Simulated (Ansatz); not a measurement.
Start from HfN in the rock salt structure (space group Fm-3m, No. 225; a = 4.548 Å).

Structures relaxed with plane-wave PAW DFT at the PBE level (Ansatz, an electronic-structure program, 420 eV), without spin-orbit coupling, earlier PAW set.

Base:

Simulated powder pattern, Cu Kα1, λ = 1.54056 Å (kinematic, ideal powder, no thermal factors, no anomalous dispersion; the 14 strongest lines at most, above 2 %, up to 2θ = 90°):

```tsv
2θ (°)	I/Imax (%)	hkl
34.12	100	(111)
39.60	68	(200)
57.25	46	(220)
68.35	44	(311)
71.85	16	(222)
85.29	7.7	(400)
```

Modification: cell and atoms relaxed at a pressure of 30 GPa.

**Question.** How do the reflections move or split?

**Answer.** 
Simulated powder pattern, Cu Kα1, λ = 1.54056 Å (kinematic, ideal powder, no thermal factors, no anomalous dispersion; the 14 strongest lines at most, above 2 %, up to 2θ = 90°):

```csv
2θ (°),I/Imax (%),hkl
35.23,100,(111)
40.91,67,(200)
59.23,45,(220)
70.83,43,(311)
74.49,15,(222)
88.68,7.7,(400)
```

The indices refer to the base's conventional cell; one index is shown for lines that coincide.

Load acts through the strain it causes; cell and atoms are relaxed under it. Whether these cells are dynamically stable was not tested. No other phases were tried under pressure. The final runs are not spin-polarised. An odd electron count without spin: HfN.
